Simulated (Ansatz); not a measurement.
The parent structure is TiTe2 in the CdI2 type structure (space group P-3m1, No. 164; layered, stacked along the Cartesian z axis).

```xyz
3
Lattice="3.7840 0.0000 0.0000 -1.8920 3.2770 0.0000 0.0000 0.0000 6.6016" Properties=species:S:1:pos:R:3 pbc="T T T"
Ti     0.0000     0.0000     0.0000
Te     0.0000     2.1847     1.6956
Te     1.8920     1.0923     4.9060
```

Level of theory: r2SCAN+rVV10 in Ansatz (plane waves to 500 eV, PAW, spin-orbit coupling left out).

Before the change:

The pressure is 0.0 GPa.

Now apply this change: an isotropic linear strain of −2.74 %; the atoms relax in the strained cell.

Question: Estimate the effect on the energy relative to the base and pressure.

Answer: The energy rises by 22 meV/atom; the pressure (mean of the normal stresses, compression positive) goes from zero to 3.6 GPa.

No phonon test of stability was made. The final runs are not spin-polarised.

Ansatz is a first-principles code.
